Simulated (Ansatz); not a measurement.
Base system: TiAl (space group P4/mmm, No. 123; a = 2.7662 Å, c = 4.0021 Å; relaxed with 0.1 eV smearing). Axes: x, y, z lie along a, b, c of the conventional cell.

Computed with LDA (Ansatz, an electronic-structure program), no SOC.

For the base:

| Item | Result |
|---|---|
| Pressure | 0.0 GPa |

Now apply this change: tensile biaxial strain of 2.00 % in the plane normal to [001], as in epitaxy on a mismatched substrate; the out-of-plane cell vector and the atoms relax.

Problem. What does the calculation give for the out-of-plane strain and pressure after the change?

Solution. The out-of-plane strain amounts to -2.38 %; the pressure (mean of the normal stresses, compression positive) goes from zero to -2.0 GPa.

No phonon test of stability was made. All final runs are without spin polarisation.
